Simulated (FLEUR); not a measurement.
Band structure of Li3Mg (I4/mmm, 4 atoms in the cell).

```
CELL_PARAMETERS angstrom
     -2.15793     2.15793     4.27820
      2.15793    -2.15793     4.27820
      2.15793     2.15793    -4.27820
ATOMIC_POSITIONS crystal
  Li 0.50000 0.50000 0.00000
  Li 0.25000 0.75000 0.50000
  Li 0.75000 0.25000 0.50000
  Mg 0.00000 0.00000 0.00000
```

Level of theory: FLEUR with PBEsol, all-electron FLAPW (FLEUR), scalar-relativistic valence.

Settings: Kmax = 3.8 1/bohr; GmaxXC = 13.3 1/bohr; xcFunctional = PBEs; jspins = 1; l_soc = F; mode = hist; fermiSmearingEnergy = 0.00183747 Htr; mesh (inpgen div1-3) = 11 11 11; inpgen gamma flag = false; Gmax = 13.3 1/bohr; numbands = 0; maxIterBroyd = 25; imix = Anderson; alpha = 0.05.

The starting cell comes from a database of computed structures (which also holds hypothetical and non-ambient phases and stackings), without a prior relaxation at this level. Values depend on the basis (sphere radii, cutoffs, local orbitals), which need not be converged.

Levels in eV from the Fermi level, bands 4 to 10:
| point | 4 | 5 | 6 | 7 | 8 | 9 | 10 |
|---|---|---|---|---|---|---|---|
| Γ | -42.54 | -4.70 | 1.23 | 3.06 | 3.06 | 3.13 | 3.13 |
| X | -42.54 | -1.77 | -1.08 | -0.57 | -0.29 | 1.48 | 2.49 |
| Y | -42.54 | -2.01 | -0.88 | -0.88 | -0.86 | 2.70 | 3.47 |
| S | -42.54 | -2.85 | -1.63 | -1.53 | 2.20 | 3.82 | 4.27 |
| Z | -42.54 | -3.53 | -2.36 | 1.13 | 1.13 | 3.68 | 3.82 |
| S1 | -42.54 | -2.85 | -1.63 | -1.53 | 2.20 | 3.82 | 4.27 |
| N | -42.54 | -3.08 | -2.09 | 0.84 | 0.85 | 3.50 | 3.60 |
| P | -42.54 | -1.67 | -0.86 | -0.86 | -0.65 | 2.60 | 3.45 |
| Y1 | -42.54 | -2.01 | -0.88 | -0.88 | -0.86 | 2.70 | 3.47 |
